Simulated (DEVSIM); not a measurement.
Structure: Co/SiO2/n-GaAs capacitor, at 300 K.

Layer 1 from the left is SiO2, thickness (nm) 26.0. Layer 2 from the left is GaAs, thickness (nm) 5300, Nd (cm⁻³) 1.5e16.

Metal gate on the left, work function 5 eV. Fixed charge at the semiconductor interface -2.8e11 cm⁻² (in units of +e); interface traps 1.3e12 cm⁻² eV⁻¹, uniform in energy, neutral level at 0.5 of the gap above the valence band.

The device is made up for the run: typed textbook-type constants, with dimensions and the other settings drawn at random. Values at 300 K.

SiO2: gap (eV) 9, affinity (eV) 0.9, permittivity 3.9. GaAs: gap (eV) 1.424, affinity (eV) 4.07, permittivity 12.9, Nc (cm⁻³) 4.7e17, Nv (cm⁻³) 9e18.

DEVSIM, 1D Poisson equation in equilibrium, Boltzmann statistics, complete ionisation; no quantum confinement or tunnelling. Metal contacts follow the ideal Schottky-Mott rule: no Fermi-level pinning, no interface dipoles.

What does the simulation give for the minimum of the low-frequency capacitance, the flat-band voltage?

minimum of the low-frequency capacitance 0.0862 μF/cm²; flat-band voltage 2.16 V.
